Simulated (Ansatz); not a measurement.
Where the default PAW files enter, the runs use the earlier of Ansatz's two default sets.

The decay constant κ of evanescent states in the gap governs leakage through a thin film.

Data:

```xyz
2
Lattice="2.8874 0.0000 0.0000 0.0000 2.8874 0.0000 1.4437 -1.4437 2.0417" Properties=species:S:1:pos:R:3 pbc="T T T"
Li     0.0000     0.0000     0.0000
F      1.4437     1.4437     0.0000
```

Space group of this cell: Fm-3m, rock salt. The cell is taken as given; by r2SCAN its mean pressure is -4.7 GPa.

Transport runs along the normal of the first two printed cell vectors, the (001) plane of the conventional cell.

The gap is the functional's own. No spin-orbit coupling. Mid-gap values are interpolated on the energy grid.

Q: Give the band gap and the smallest decay constant κ at mid-gap that Ansatz (an electronic-structure program) with r2SCAN yields.

A: Gap 9.70 eV on a 14×14×14 mesh; κ = 0.756 1/Å, at (0.500, 0.000) of the in-plane reciprocal vectors. At the zone centre, at the nearest computed energy, the slowest state has κ = 0.90 1/Å.
